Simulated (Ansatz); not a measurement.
Start from MgS in the rock salt structure (space group Fm-3m, No. 225).

```
CELL_PARAMETERS angstrom
      0.00000     2.61484     2.61484
      2.61484     0.00000     2.61484
      2.61484     2.61484     0.00000
ATOMIC_POSITIONS crystal
  Mg 0.00000 0.00000 0.00000
  S  0.50000 0.50000 0.50000
```

Method: PBE/PAW in Ansatz (an electronic-structure program), without spin-orbit coupling.

Base values:

Band gap: 2.76 eV
Smallest direct gap: 3.60 eV

One thing is altered: an isotropic linear strain of −2.50 %, atoms relaxed at fixed cell.

Problem. What does the calculation give for the band gap and smallest direct gap after the change?

Solution. The band gap rises by 0.16 eV, from 2.76 eV to 2.92 eV; the smallest direct gap grows by 0.62 eV (3.60 eV → 4.22 eV).

No phonon test of stability was made.
